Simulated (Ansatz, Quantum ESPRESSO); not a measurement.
TaN2 (P-6m2, 3 atoms in the cell) computed with different codes at matched settings

Zone-centre phonon calculation.

```yaml
crystal:
  lattice:
    - [3.11548, 0.00000, 0.00000]
    - [-1.55774, 2.69808, 0.00000]
    - [0.00000, 0.00000, 3.79377]
  atoms:
    - { symbol: Ta, position: [0.66667, 0.33333, 0.50000] }
    - { symbol: N, position: [0.00000, 0.00000, 0.81564] }
    - { symbol: N, position: [0.00000, 0.00000, 0.18436] }
```

Shared settings, as Ansatz (an electronic-structure program) writes them: kpoints.mp_grid.grid = 10 10 7; scf.occupations.method = gaussian; scf.occupations.width = 0.272 eV. Potentials and cutoffs stand in the table.

```csv
code,model,highest zone-centre frequency (cm⁻¹),cutoff
Quantum ESPRESSO,"LDA (PW92), PseudoDojo standard norm-conserving (LDA) pseudopotentials",1040,85 Ry
Ansatz,"LDA (PW92), PAW files made with PBE",1026,default
```

On Ansatz's run: spin-orbit coupling is off. Spin polarisation is off; with an odd number of electrons in the cell that forces a metal, and a magnetic state may lie lower.

The spread over the programs that give each value: highest zone-centre frequency within 14.0 cm⁻¹.

The starting cell comes from a database of computed structures (which also holds hypothetical and non-ambient phases and stackings), without a prior relaxation at this level.

Keys are those of Ansatz 0.2.
